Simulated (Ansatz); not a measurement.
KF (model structure, F-43m, No. 216, 2 atoms in the cell) was calculated with PBEsol in Ansatz (PAW).

Run with plane-wave cutoff 520 eV, 10×10×10 k mesh, Fermi–Dirac smearing 0.01 eV, scalar-relativistic PAW data made under PBE.

Cell (relaxed at this level):

```
KF
1.0
    0.00000     2.92306     2.92306
    2.92306     0.00000     2.92306
    2.92306     2.92306     0.00000
F K
1 1
Direct
  0.25000   0.25000   0.25000
  0.00000   0.00000   0.00000
```

### Question
Predict the band gap and bulk modulus B0.

### Answer

* **band gap**: 5.26 eV (on the SCF k mesh)
* **bulk modulus B0**: 22.7 GPa

Note: the bulk modulus is −V dP/dV from two relaxed cells at ±2 % in volume; the relaxation could raise the start's symmetry but not lower it, so the cell can be a saddle point.

Computed values are for the static lattice.

A model structure was made by putting elements into a prototype or built by hand; it is no filed structure, need not be a known phase, and can be a saddle point held by its symmetry.

Ansatz is a program for electronic structure.
